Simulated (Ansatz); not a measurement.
Response to strain in ZnS

Take ZnS in the wurtzite structure (space group P6_3mc, No. 186; a = 3.7383 Å, c = 6.1429 Å) as the base.

Strains are applied to the cell and any free atomic positions relax.

Level of theory: Ansatz (an electronic-structure program) LDA, scalar-relativistic without spin-orbit coupling.

Notes on the quantities. pressure: mean of the normal stresses, compression positive.

| isotropic strain (%) | pressure (GPa) |
|---|---|
| -3 | 9.6 |
| -2.4 | 7.4 |
| -1.8 | ? |
| -1.2 | 3.4 |
| -0.6 | 1.6 |
| 0 | 0.0 |

Q: Fit P = P₀ − Bδ + Cδ² with δ = (1 + ε)³ − 1 to the rows shown and predict the withheld row.

A: Least squares on the printed values gives P₀ = 0.0 GPa, B = 85.7 GPa (at held cell shape), C = 279 GPa (largest residual 0.0 GPa); this predicts 5.3 GPa, and the run gives 5.3 GPa, in agreement.

Whether these cells are dynamically stable was not tested.
